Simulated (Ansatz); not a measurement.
BeTe under a change: uniaxial strain ε_zz = +3.00 %

Consider BeTe in the zinc blende structure (space group F-43m, No. 216; a = 5.5542 Å). Axes: x, y, z lie along the cube axes.

Modification: uniaxial strain ε_zz = +3.00 %, all other strain components held at zero, atoms relaxed at fixed cell.

Computed with LDA (Ansatz, an electronic-structure program, PAW, no SOC). Γ-centred 10×10×10 mesh, Fermi–Dirac width 0.05 eV.

* **Shortest interatomic distance**: 2.429 Å (base 2.405 Å)
* **Energy relative to the base (free energy F)**: +6.2 meV/atom
* **Pressure (mean of the normal stresses, compression positive)**: -1.77 GPa (base 0.01 GPa)
* **Band gap**: 1.74 eV (base 1.79 eV)
* **Gap character**: indirect, Γ → X
* **Smallest direct gap**: 3.53 eV (base 3.59 eV)
* **Electron mass**: 1.4 mₑ along k, 0.25 mₑ across (at X) (base 1.3 mₑ along k, 0.24 mₑ across (at X))
* **Valence-band top at Γ (three highest levels, from the VBM)**: 0.00, 0.00, -0.17 eV (base 0.00, 0.00, 0.00 eV)
* **Valley order (the lowest conduction-band minima on the path, energy above the VBM, named in the base's zone)**: X along [010] 1.74 eV; X along [001] 1.94 eV; L along [111] 3.00 eV (base X along ⟨100⟩ 1.79 eV; L along ⟨111⟩ 3.18 eV)
* **Stress (xx, yy, zz, yz, xz, xy; compression positive)**: (-1.14, -1.14, -3.05, 0.00, 0.00, 0.00) GPa

Final structure:

```yaml
crystal:
  lattice:
    - [0.00000, 2.77712, 2.86044]
    - [2.77712, 0.00000, 2.86044]
    - [2.77712, 2.77712, 0.00000]
  atoms:
    - { symbol: Be, position: [0.00000, 0.00000, 0.00000] }
    - { symbol: Te, position: [0.25000, 0.25000, 0.25000] }
```

Cost of the whole job for the changed cell (relaxation, final SCF and bands): roughly 16 core-seconds.

With Te present, leaving out spin-orbit coupling can change the band edges. Effective masses come from finite differences of ±0.01 Å⁻¹. Along k means along the line from Γ to the band edge. No phonon test of stability was made. k-point labels follow each cell's own Brillouin zone.
